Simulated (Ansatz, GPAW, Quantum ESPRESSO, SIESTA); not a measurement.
## AlV2C (P6_3/mmc, 8 atoms in the cell) computed with different codes at matched settings

Self-consistent single point, at a second geometry (lattice scaled by 0.98). First geometry:

```
AlV2C
1.0
    2.85237     0.00000     0.00000
   -1.42619     2.47023     0.00000
    0.00000     0.00000    12.94494
Al V C
2 4 2
Direct
  0.33333   0.66667   0.25000
  0.66667   0.33333   0.75000
  0.33333   0.66667   0.58638
  0.66667   0.33333   0.41362
  0.66667   0.33333   0.08638
  0.33333   0.66667   0.91362
  0.00000   0.00000   0.00000
  0.00000   0.00000   0.50000
```

Shared settings, as Ansatz (an electronic-structure program) writes them: kpoints.mp_grid.grid = 12 12 3; scf.occupations.method = gaussian; scf.occupations.width = 0.136 eV. Potentials and cutoffs stand in the table.

```tsv
code	model	ΔF from the first geometry (meV/atom)	pressure (GPa)	largest force (eV/Å)	cutoff
Ansatz	PBE, default PAW files	76.8	26.94	0.943	default
SIESTA	GGA PBE, numerical atomic orbitals DZP, PseudoDojo PBE standard norm-conserving potentials (rewritten from UPF to PSML)	69.3	25.37	0.985	grid 400 Ry
Quantum ESPRESSO	PBE, PseudoDojo standard norm-conserving (PBE) pseudopotentials	77.1	27.22	0.970	85 Ry
GPAW	PBE, GPAW PAW datasets PBE (gpaw-data 1.0.1)	86.0	–	1.133	950 eV
```

A dash marks a value that a program does not give, or that is left out as unsure.

On Ansatz's run: spin polarisation is off.

The spread over the programs that give each value: ΔF from the first geometry within 16.7 meV/atom; pressure within 1.85 GPa; largest force within 0.190 eV/Å.

SIESTA uses small atom-centred bases, whose incompleteness enters pressures, forces and empty levels differently from a plane-wave cutoff. Ansatz's pressure is given at a fixed set of plane waves, as the other plane-wave codes print theirs; with its correction for the finite basis it is 27.17 GPa (the shift of 0.23 GPa shows how far the cutoff is from converged). The pressure of GPAW is left out: its cutoff lies under the one at which its stress was checked. In the pressure, SIESTA (by 1.71) lies more than 1 GPa from the median of the plane-wave programs. In the force vectors, GPAW (by 0.163) lies more than 0.08 eV/Å from the median of the plane-wave programs.

The starting cell comes from a database of computed structures (which also holds hypothetical and non-ambient phases and stackings), without a prior relaxation at this level. Its lattice was rescaled by a random factor within 2.5 % of one. For this run, on top of that: lattice scaled by 0.98.

Left out of this page: Elk (not drawn, or without a comparable value).

Keys are those of Ansatz 0.2.
